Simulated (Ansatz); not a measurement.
Worked example: zone-centre phonon calculation of Si2W (I4/mmm, 3 atoms in the cell) in Ansatz (a program for electronic structure).

Computed with PBE (plane waves, PAW; Ansatz).

```yaml
crystal:
  lattice:
    - [-1.60736, 1.60736, 3.90103]
    - [1.60736, -1.60736, 3.90103]
    - [1.60736, 1.60736, -3.90103]
  atoms:
    - { symbol: Si, position: [0.33499, 0.33499, 0.00000] }
    - { symbol: Si, position: [0.66501, 0.66501, 0.00000] }
    - { symbol: W, position: [0.00000, 0.00000, 0.00000] }
```

Reference input (self-consistent single point, DFT, PBE, plane waves, default PAW files): kpoints.mp_grid.grid = 10 10 10; kpoints.mp_grid.shift = 0.5 0.5 0.5; hamiltonian.xc = pbe; hamiltonian.pseudopotentials = {kind: paw} (the program's default PAW files); scf.occupations.method = gaussian; scf.occupations.width = 0.02 Ry. This run's input differs from it in these lines:

```diff
@@ -16,6 +16,5 @@
   occupations: { method: gaussian, width: 0.02 Ry }
-output:
-  forces: true
-  eigenvalues: true
-  stress: true
+  convergence: { dr2_threshold: 1.0e-04 eV }
+phonons:
+  method: dfpt
```

Output, abridged:

```
SCF iter   1: F=—  HF=-11657.454564 eV  |F-HF|=—  |Δ(HF+E_count)|=         —  Δρ=3.36e-3  dr2=1.87e-3  ethr=1.77e-3  ⟨swp⟩=5.0  Hψ=14034  notcnv=0
all-band conjugate gradients solve this SCF's bands
preconditioner: auto → Kerker (q_TF=auto, 2.466 Å⁻¹)
SCF iter   2: F=—  HF=-11657.454906 eV  |F-HF|=—  |Δ(HF+E_count)|=   3.43e-4  Δρ=1.93e-3  dr2=7.39e-4  ethr=8.49e-6  ⟨swp⟩=1.1  Hψ=3927  notcnv=0
   [... lines left out ...]
SCF iter   4: F=-11657.455019 eV  HF=-11657.455019 eV  |F-HF|=3.24e-7  |Δ(HF+E_count)|=   2.41e-6  Δρ=8.08e-5  dr2=1.81e-6  ethr=7.54e-8  ⟨swp⟩=2.5  Hψ=3571  notcnv=0
iter 5 did not close the SCF: its close was put off for the readings that it lacked (scf_convergence_deferred on its scf_iter line)
SCF iter   5: F=-11657.455019 eV  HF=-11657.455019 eV  |F-HF|=5.44e-8  |Δ(HF+E_count)|=   2.08e-8  Δρ=1.34e-5  dr2=9.64e-8  ethr=8.24e-9  ⟨swp⟩=2.1  Hψ=3537  notcnv=0
SCF iter   6: F=-11657.455019 eV  HF=-11657.455019 eV  |F-HF|=1.67e-9  |Δ(HF+E_count)|=   9.20e-9  Δρ=2.76e-6  dr2=3.48e-9  ethr=4.38e-10  ⟨swp⟩=6.3  Hψ=15073  notcnv=0
SCF 1 converged in 6 iterations: F = -11657.455019 eV  dr2 = 3.48e-9
DFPT response loops at Γ: preconditioner auto → Kerker (q_TF=auto, 2.466 Å⁻¹) (partly filled bands, converged f_vac=0.000) …
phonon interpolation: 4 periodic images of 4 blocks of the force constants (a block to an ordered pair of atoms and a translation) lie up to 1.20e-3 Å farther …
Free energy (F): -11657.455019 eV
Internal energy: -11657.442525 eV  (E = F + TS)
E sigma→0 (E₀):  -11657.448772 eV
Entropy (-TS):   -0.012494 eV (-4.165 meV/atom)
Fermi energy:    16.787083 eV
   [... lines left out ...]
  ASR residual: 7.356e-4 → 0.000e0 eV/Å²; symmetrization residual: 7.860e-7 eV/Å²
  ASR residual per site (eV/Å²): 5.25e-4 5.25e-4 7.36e-4
  Γ frequencies (cm⁻¹): 0.00 0.00 0.00 262.42 262.42 309.32 337.17 337.17 449.75
  non-analytic LO–TO correction: not included (Born effective charges unavailable; polar crystals: no LO–TO splitting at Γ)
```

The run converged in 6 iterations.  The full log also holds: “iter 4 did not close the SCF: its close was put off for the readings that it lacked (scf_convergence_deferred on its scf_iter line)”. The full log also holds: “iter 5 did not close the SCF: its close was put off for the readings that it lacked (scf_convergence_deferred on its scf_iter line)”.

Summary of the result:
- Free energy E − TS (on the zero of these files): -11657.4550 eV
- Fermi level (on the code's own zero): 16.79 eV
- Zone-centre frequencies (cm⁻¹; negative means imaginary): 0, 0, 0, 262, 262, 309, 337, 337, 450

The starting cell comes from a database of computed structures (which also holds hypothetical and non-ambient phases and stackings), without a prior relaxation at this level. Spin polarisation is off.

Cost on one core of a shared machine: roughly 90 s.

Keys are those of Ansatz 0.2.
